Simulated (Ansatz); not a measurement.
Ga vacancy + Si on the Ga site (V_Ga+Si_Ga) in beta Ga2O3 (start: the Ga(1) site; Ga(1) 3.08 Å away; 120-site cell, 2×2×2 shifted sampling). These are PBE, PAW (plane waves to 420 eV; Ansatz, a program for electronic structure) values and carry that method's errors. Total energies of the localised charge states, counted from that of charge 0, and their image corrections (point charge with alignment); the host's valence-band maximum lies at 7.561 eV on the cells' energy zero and its gap is 2.01 eV.

| charge | moment (μB) | E − E(first) (eV) | correction (eV) |
|---|---|---|---|
| 0 | 2.0 | 0.000 | 0.000 |
| −1 | 1.0 | 7.647 | 0.406 |
| −2 | 0.0 | 15.703 | 1.051 |

Problem. Derive the transition levels above the valence-band maximum and say which of them are thermodynamic.

Solution. A level is the Fermi energy at which two charges have equal formation energy: ε(q/q′) = [E(q′) + corr(q′) − E(q) − corr(q)] / (q − q′) − E_VBM.
ε(0/−1) = [(7.647 + 0.406) − (0.000 + 0.000)] / 1 − 7.561 = 0.49 eV
ε(−1/−2) = [(15.703 + 1.051) − (7.647 + 0.406)] / 1 − 7.561 = 1.14 eV
Thermodynamic levels at least 0.1 eV inside the gap: (0/−1) at 0.49 eV; (−1/−2) at 1.14 eV. Corrections reach 1.05 eV, so the outer levels may be off by several tenths of an eV. Charges with a result: 0, −1, −2. Others weren't obtained, and one of them could lie lower, also by skipping a charge. The geometries come from one start. Flagged in the runs: a host whose relaxation on this sampling wasn't shown to rest.
